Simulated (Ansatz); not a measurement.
**Ansatz (an electronic-structure program) run on RbZnBr3 (Pnma, 20 atoms in the cell): self-consistent single point**

Method: PBE (plane waves, PAW; Ansatz).

This input was run:

Ansatz 0.2 input:
```yaml
# RbZnBr3
crystal:
  lattice:
    - [7.372761, 0.000000, 0.000000]
    - [0.000000, 10.402958, 0.000000]
    - [0.000000, 0.000000, 7.348151]
  atoms:
    - { symbol: Rb, position: [0.487700, 0.250000, 0.991600] }
    - { symbol: Rb, position: [0.987700, 0.250000, 0.508400] }
    - { symbol: Rb, position: [0.512300, 0.750000, 0.008400] }
    - { symbol: Rb, position: [0.012300, 0.750000, 0.491600] }
    - { symbol: Zn, position: [0.000000, 0.000000, 0.000000] }
    - { symbol: Zn, position: [0.500000, 0.500000, 0.500000] }
    - { symbol: Zn, position: [0.000000, 0.500000, 0.000000] }
    - { symbol: Zn, position: [0.500000, 0.000000, 0.500000] }
    - { symbol: Br, position: [0.031300, 0.250000, 0.058600] }
    - { symbol: Br, position: [0.531300, 0.250000, 0.441400] }
    - { symbol: Br, position: [0.968700, 0.750000, 0.941400] }
    - { symbol: Br, position: [0.468700, 0.750000, 0.558600] }
    - { symbol: Br, position: [0.288000, 0.537000, 0.213000] }
    - { symbol: Br, position: [0.788000, 0.963000, 0.287000] }
    - { symbol: Br, position: [0.712000, 0.037000, 0.787000] }
    - { symbol: Br, position: [0.212000, 0.463000, 0.713000] }
    - { symbol: Br, position: [0.712000, 0.463000, 0.787000] }
    - { symbol: Br, position: [0.212000, 0.037000, 0.713000] }
    - { symbol: Br, position: [0.288000, 0.963000, 0.213000] }
    - { symbol: Br, position: [0.788000, 0.537000, 0.287000] }
basis:
  ecutwfc: 420.0
kpoints:
  mp_grid: { grid: [3, 3, 3] }
hamiltonian:
  xc: pbe
  pseudopotentials: { kind: paw }
scf:
  occupations: { method: cold, width: 0.2 }
output:
  forces: true
  eigenvalues: true
  stress: true
```

Log, with long lists cut:

```
WARN ansatz: RAYON_NUM_THREADS=1 ignored (pool sized by the plan → 1); use --threads N
Pseudopotentials: kind: paw
Pseudopotential: Rb, paw, valence charge 9
Pseudopotential: Zn, paw, valence charge 12
Pseudopotential: Br, paw, valence charge 7
Crystal: 20 atoms, lattice volume = 563.592 Å³
Basis set: ecut = 420 eV, 11083 PW (Γ), exchange–correlation on 100×144×100 points (8 copies of the dense FFT grid, shifted against one another)
Bands: 104, of which v1, the nominal top of the filled ones, is band 84 counted from 1 (83 counted from 0)
Symmetry: 8 space group operations
Space group: Pnma (ITA 62), of the structure as read, at distance tolerance 8.3e-5 Å
k-points: 8 of 27
Initial density: superposition of atomic densities (neutral atoms: chi_scale 0, normalization atom), corrected by the library's trained network
Initial wavefunctions: pseudopotential atomic-orbital guess
Eigensolver: davidson
Functional: x = pbe(κ = 0.804, μ = 0.2195149727645171), c = pbe(β = 0.06672455060314922)
SCF iter   1: F=—  HF=-59766.160279 eV  |F-HF|=—  |Δ(HF+E_count)|=         —  Δρ=7.69e-4  dr2=4.56e-3  ethr=1.77e-3  ⟨swp⟩=12.2  Hψ=4904  notcnv=0
all-band conjugate gradients solve this SCF's bands
preconditioner: auto → Resta (q_TF=auto, 2.230 Å⁻¹)
SCF iter   2: F=—  HF=-59766.162366 eV  |F-HF|=—  |Δ(HF+E_count)|=   2.09e-3  S|Δr|=   8.07e-7  Δρ=4.24e-4  dr2=1.22e-3  ethr=2.72e-6  ⟨swp⟩=2.8  Hψ=1721  notcnv=0
SCF iter   3: F=—  HF=-59766.162781 eV  |F-HF|=—  |Δ(HF+E_count)|=   4.15e-4  S|Δr|=   3.72e-7  Δρ=2.83e-4  dr2=3.50e-4  ethr=7.28e-7  ⟨swp⟩=2.2  Hψ=1187  notcnv=0
SCF iter   4: F=—  HF=-59766.162650 eV  |F-HF|=—  |Δ(HF+E_count)|=   1.31e-4  S|Δr|=   2.26e-7  Δρ=6.32e-5  dr2=2.44e-5  ethr=2.08e-7  ⟨swp⟩=2.0  Hψ=1148  notcnv=0
SCF iter   5: F=—  HF=-59766.162227 eV  |F-HF|=—  |Δ(HF+E_count)|=   4.23e-4  S|Δr|=   4.39e-8  Δρ=1.94e-5  dr2=3.47e-6  ethr=1.46e-8  ⟨swp⟩=2.0  Hψ=1350  notcnv=0
SCF iter   6: F=—  HF=-59766.162230 eV  |F-HF|=—  |Δ(HF+E_count)|=   2.30e-6  S|Δr|=   2.32e-8  Δρ=6.85e-6  dr2=2.71e-7  ethr=2.07e-9  ⟨swp⟩=2.1  Hψ=1122  notcnv=0
SCF iter   7: F=-59766.162230 eV  HF=-59766.162230 eV  |F-HF|=9.57e-9  |Δ(HF+E_count)|=   2.76e-7  S|Δr|=   1.26e-9  Δρ=1.89e-6  dr2=1.86e-8  ethr=5.95e-11  ⟨swp⟩=13.6  Hψ=4616  notcnv=0
SCF 1 converged in 7 iterations: F = -59766.162230 eV  dr2 = 1.86e-8
SCF converged after 7 iterations
Stability not checked (fill_not_monotonic)
Free energy (F): -59766.162230 eV
F+E_penalty+E_count: -59766.162232 eV  (lagrangian_ev)
Harris-Foulkes:  -59766.162230 eV  (|F-HF|=9.57e-9)
Internal energy: -59766.162230 eV  (E = F + TS)
E sigma→0 (E₀):  -59766.162230 eV
Entropy (-TS):   0.000000 eV (0.000 meV/atom)
Fermi energy:    4.311936 eV
Step filling:    the computed levels leave a gap of 1.4066 eV = 7.0 smearing widths
--- Per-component energies (eV) ---
  E_band       = -468.947615
  E_kinetic    = 2903.002767
  E_local      = -13214.834095  (includes V_loc(G=0)·N_el)
  E_nonlocal   = 4011.982274
  E_hartree    = 4868.143769
  E_xc         = -4244.606571
  E_vxc        = -1998.136519  (∫ρ·V_xc dr)
  E_paw        = -44762.253304  (= ΣΔE_a)
  E_vpaw       = -1907.237013  (= ΣTr[D̂ρ^β])
  E_aug_tail   = -0.001468  (compensation charges beyond the density's cutoff)
  E_ewald      = -9327.595602
  E_smearing   = 0.000000  (= −TS)
  E_closure    = -0.000000  (closes the sum)
  E_count      = -0.000002  (occupations off the electron count; not in F)
  Σ components = -59766.162230   (vs F -59766.162230, Δ=0.00e0)
--- Forces (eV/Å), atoms counted from 1 ---
  atom   1  Rb    -0.35170847     0.00000000     0.24619571
  atom   2  Rb    -0.35170847     0.00000000    -0.24619571
  atom   3  Rb     0.35170847     0.00000000    -0.24619571
  atom   4  Rb     0.35170847     0.00000000     0.24619571
  atom   5  Zn     0.00000000     0.00000000     0.00000000
  atom   6  Zn     0.00000000    -0.00000000    -0.00000000
  atom   7  Zn     0.00000000    -0.00000000     0.00000000
  atom   8  Zn     0.00000000     0.00000000    -0.00000000
  atom   9  Br    -0.25129055     0.00000000     0.03106027
  atom  10  Br    -0.25129055     0.00000000    -0.03106027
  atom  11  Br     0.25129055    -0.00000000    -0.03106027
  atom  12  Br     0.25129055     0.00000000     0.03106027
  atom  13  Br    -0.24457153    -0.34606658     0.10559501
  atom  14  Br    -0.24457153     0.34606658    -0.10559501
  atom  15  Br     0.24457153    -0.34606658    -0.10559501
  atom  16  Br     0.24457153     0.34606658     0.10559501
  atom  17  Br     0.24457153     0.34606658    -0.10559501
  atom  18  Br     0.24457153    -0.34606658     0.10559501
  atom  19  Br    -0.24457153     0.34606658     0.10559501
  atom  20  Br    -0.24457153    -0.34606658    -0.10559501
  max |Σ_I F_I| component: 1.11e-16 eV/Å
--- Stress (GPa, compression-positive) ---
        1.874146       0.000000       0.000000
        0.000000       2.357940       0.000000
        0.000000       0.000000       2.134362
  P = ⅓ Tr σ = 2.1221 GPa (21.221 kbar)
  The stress holds the Pulay correction. Without it, at fixed plane waves, as pw.x and ABINIT print it: P = 2.0983 GPa
--- Band table (eV; the first three rows and the last of 8) ---
  k-point 0: bands = ["-21.0092", "-21.0075", "-21.0058", "-21.0043", "-10.2987", "-10.0908", "-9.8079", "-9.8065", "-9.7857", "-9.7547", "-9.7433", "-9.6990", "-9.6705", "-9.5532", "-9.5519", "-9.5393", "-5.2206", "-5.2163", "-5.2100", "-5.1904", [...]
  k-point 1: bands = ["-21.0084", "-21.0070", "-21.0063", "-21.0050", "-10.2259", "-10.0312", "-10.0102", "-9.8373", "-9.7902", "-9.7730", "-9.6593", "-9.6555", "-9.6221", "-9.5917", "-9.5791", "-9.5597", "-5.2116", "-5.2051", "-5.1904", "-5.1825", [...]
  k-point 2: bands = ["-21.0088", "-21.0079", "-21.0054", "-21.0047", "-10.2591", "-10.1608", "-9.8022", "-9.8021", "-9.7706", "-9.7522", "-9.6986", "-9.6907", "-9.6835", "-9.5921", "-9.5488", "-9.5420", "-5.2058", "-5.2026", "-5.1970", "-5.1888", [...]
  k-point 7: bands = ["-21.0075", "-21.0068", "-21.0064", "-21.0058", "-10.1269", "-10.0254", "-10.0119", "-9.9108", "-9.7690", "-9.7606", "-9.7150", "-9.6862", "-9.6334", "-9.6140", "-9.5688", "-9.5530", "-5.1893", "-5.1864", "-5.1773", "-5.1712", [...]
```

The run converged in 7 iterations.

The starting cell was generated: these elements placed on a structure prototype, without a prior relaxation; it need not be a known phase or ordering of this composition. Ansatz's pressure includes its estimate of the finite-basis (Pulay) stress.
